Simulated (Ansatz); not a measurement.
# SiO2 (P4₁2₁2, No. 92)

All values below come from HSE06 (Ansatz, an electronic-structure program, plane waves, PAW).

Run with plane-wave cutoff 500 eV, 4×4×4 k mesh, gaussian smearing 0.02 eV, scalar-relativistic PAW data made under PBE.

Cell: relaxed with r²SCAN: a = b = 4.9824 Å, c = 6.9210 Å, α = β = γ = 90.00°.

| Quantity | Value |
|---|---|
| band gap | 7.51 eV (on the SCF k mesh) |

Note: cell and atoms aren't relaxed at this level (largest force component 0.05 eV/Å).
